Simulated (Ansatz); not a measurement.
Take LaB6 (space group Pm-3m, No. 221; a = 4.155 Å) as the base.

(Cell as relaxed with PBE.)

Levels (all Ansatz, an electronic-structure program, PAW): PBE (420 eV, no spin-orbit coupling); PBEsol (420 eV, no SOC).

Each level relaxes its own structure.

```tsv
quantity	PBE	PBEsol
volume per atom	10.25 Å³	(withheld)
lattice parameter a	4.155 Å	(withheld)
band gap	zero	(withheld)
```

**Question.** Predict the PBEsol column.

**Answer.** 
- volume per atom, PBEsol: 10.06 Å³
- lattice parameter a, PBEsol: 4.130 Å
- band gap, PBEsol: zero

PBE's volume per atom lies 0.184 Å³ above PBEsol's (1.8 %); PBE's lattice parameter a lies 0.025 Å above PBEsol's (0.6 %); the two agree on the band gap. Neither level is exact; PBEsol is the comparison here, not a measurement.

No phonon test of stability was made. All final runs are without spin polarisation. An odd electron count without spin: LaB6.
